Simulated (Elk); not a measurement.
Band structure of CuZn (Pm-3m, 2 atoms in the cell).

```yaml
crystal:
  lattice:
    - [2.95000, 0.00000, 0.00000]
    - [0.00000, 2.95000, 0.00000]
    - [0.00000, 0.00000, 2.95000]
  atoms:
    - { symbol: Zn, position: [0.50000, 0.50000, 0.50000] }
    - { symbol: Cu, position: [0.00000, 0.00000, 0.00000] }
```

Method of the run: PBE, all-electron FP-LAPW, Elk's shipped species files, default APW+lo basis in Elk 10.2.4.

Settings: xctype = 20; stype = 0; swidth = 0.00999582 Ha; ngridk = 15 15 15; rmtscf = 0.94; maxscl = 100.

The starting cell has typed, rounded lattice constants, without a prior relaxation at this level. Spin polarisation is off. Values depend on the basis (sphere radii, cutoffs, local orbitals), which need not be converged.

Levels in eV from the Fermi level, bands 14 to 21:
```tsv
point	14	15	16	17	18	19	20	21
Γ	-3.53	-2.68	-2.68	-2.68	6.16	6.16	6.16	11.18
X	-3.67	-3.24	-3.24	-2.75	-1.98	11.65	11.65	12.24
M	-2.84	-2.84	-2.45	-1.93	-1.93	1.76	2.04	13.96
R	-4.26	-2.42	-2.42	3.81	4.27	4.27	4.27	4.49
```

Bands cross the Fermi level along this path, so the cell is metallic at this level.
